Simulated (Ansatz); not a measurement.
**How far PBE and PBEsol part for hypothetical diamond Mn, pressure −1 GPa**

Take Mn in the diamond structure (space group Fd-3m, No. 227; a = 4.952 Å; non-magnetic; a hypothetical phase, not in the database extracts checked) as the base.

(Cell as relaxed with PBE.)

Levels (all Ansatz, a program for electronic structure, PAW): PBE (420 eV, no spin-orbit coupling); PBEsol (420 eV, no SOC).

Each level relaxes its own structure.

```json
[
 {"base": "volume per atom", "PBE": "15.17 Å³", "PBEsol": "14.55 Å³"},
 {"base": "lattice parameter a", "PBE": "4.952 Å", "PBEsol": "4.883 Å"},
 {"base": "band gap", "PBE": "zero", "PBEsol": "zero"}
]
```

Now apply this change: hydrostatic tension (pressure −1 GPa).

```
quantity                 PBE   PBEsol
-------------------  -------  -------
lattice parameter a  4.963 Å  4.893 Å
band gap                zero     zero
```

PBE's lattice parameter a lies 0.070 Å above PBEsol's (1.4 %); the two agree on the band gap. Neither level is exact; PBEsol is the comparison here, not a measurement.

Load acts through the strain it causes; cell and atoms are relaxed under it. Whether these cells are dynamically stable was not tested. Starting moments died away, wholly or in part, for the base; another magnetic solution may exist. All final runs are without spin polarisation.
